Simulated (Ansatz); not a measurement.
The parent structure is MoS₂ (space group R3m, No. 160; a = 3.1752 Å, c = 18.5848 Å (hexagonal axes); layered, stacked along the Cartesian z axis).

Computed with Kohn–Sham DFT with the r2SCAN+rVV10 functional, run in Ansatz (an electronic-structure program) with PAW and 500 eV plane waves, no spin-orbit coupling.

For the base:

The gap character is indirect, T → k = (0.143, 0.476, -0.191) in the run's primitive reciprocal basis and the gap between the host's bands is 1.02 eV.

Perturbation: electron doping at 7.0×10^21 cm⁻³ (0.379 per cell), with a uniform compensating background at fixed cell and a 300 K Fermi–Dirac width.

Q: What does the calculation give for the gap character after the change?

A: The gap character goes from indirect, T → k = (0.143, 0.476, -0.191) in the run's primitive reciprocal basis to indirect, T → Γ–S₀ (50 % along).

Q: What happens to the largest internal atomic displacement?

A: The largest internal atomic displacement comes out as 0.016 Å.

Q: Estimate the effect on the gap between the host's bands.

A: The gap between the host's bands drops by 0.04 eV, from 1.02 eV to 0.98 eV.

Q: What happens to the Fermi level from band edge?

A: The Fermi level relative to the doped band's edge (positive inside the band; to 0.05 eV) comes out as +0.40 eV.

Carriers are added with a uniform compensating background; total energy and stress of such cells depend on the potential's zero and are not compared; many-body gap narrowing is missing at this level. No phonon test of stability was made.
